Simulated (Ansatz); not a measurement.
Take BP in the zinc blende structure (space group F-43m, No. 216; a = 4.5366 Å) as the base. Axes: x, y, z lie along the cube axes.

Level of theory: r2SCAN, PAW, 500 eV (Ansatz, a quantum-chemistry and plane-wave program; no spin-orbit coupling).

Perturbation: tensor shear ε_yz = −3.66 % (engineering shear γ = -0.0732); the atoms relax in the strained cell.

### Question
Predict the stress tensor and what it implies for the stiffness.

### Answer
Stress of the strained cell less that of the base (GPa, compression positive):
```
  -0.09    0.00    0.00
   0.00    1.12   14.51
   0.00   14.51    1.12
```

Then −Δσ/γ with γ = 2ε = -0.0732 gives secant stiffness values (nonlinear terms included at this strain): C44 ≈ 198 GPa.

As a check, the harmonic strain energy −½ V₀ Δσ:ε is 39 meV/atom; the computed energy rise is 39 meV/atom.

No phonon test of stability was made.
